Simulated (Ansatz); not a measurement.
Structures of equal composition on the (100) surface of fcc Cu: a layer of Os in place of the second plane; a layer of Os in place of the third plane. The slabs share one bottom face, and each structure is named by its start. These are constructed structures in small cells; real faces may alloy, dewet or reconstruct in larger ones, and not all known structures of the face are among them. Slabs of about 9 Å with all that they carry, Fermi-Dirac smearing of 0.1 eV. Bottom of the slabs: a bare face, its two planes held. Relaxed from the named starts with such symmetry as they have, on meshes of like density; energies extrapolated to zero smearing; no spin-orbit coupling, no U. Spin-polarised runs, if any, are marked in brackets, and their order is one that fits the cell; the others ran without spin.

Computed with PBE (plane waves to 420 eV, PAW; Ansatz, a program for electronic structure).

### Question
Put the candidates in order of energy per 1x1 cell, lowest first, for PBE.

### Answer
a layer of Os in place of the third plane (0.000 eV), a layer of Os in place of the second plane (0.035 eV)
